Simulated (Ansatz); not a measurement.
Consider Cu in the fcc (Cu type) structure (space group Fm-3m, No. 225; relaxed with 0.1 eV smearing).

```xyz
1
Lattice="0.0000 1.7819 1.7819 1.7819 0.0000 1.7819 1.7819 1.7819 0.0000" Properties=species:S:1:pos:R:3 pbc="T T T"
Cu     0.0000     0.0000     0.0000
```

Cartesian axes are those of the cell as printed.

Level of theory: Ansatz (a program for electronic structure) PBEsol, without spin-orbit coupling.

Now apply this change: uniaxial strain ε_zz = −2.00 %, all other strain components held at zero; the atoms relax in the strained cell.

### Question
Predict the stress tensor and what it implies for the stiffness.

### Answer
Stress of the strained cell less that of the base (GPa, compression positive):
```
    3.2     0.0     0.0
    0.0     3.2     0.0
    0.0     0.0     4.4
```

Then −Δσ_ii/ε with ε = -0.0200 gives secant stiffness values (nonlinear terms included at this strain): C33 ≈ 221 GPa, C13 ≈ 159 GPa and C23 ≈ 159 GPa.

No phonon test of stability was made. All final runs are without spin polarisation.
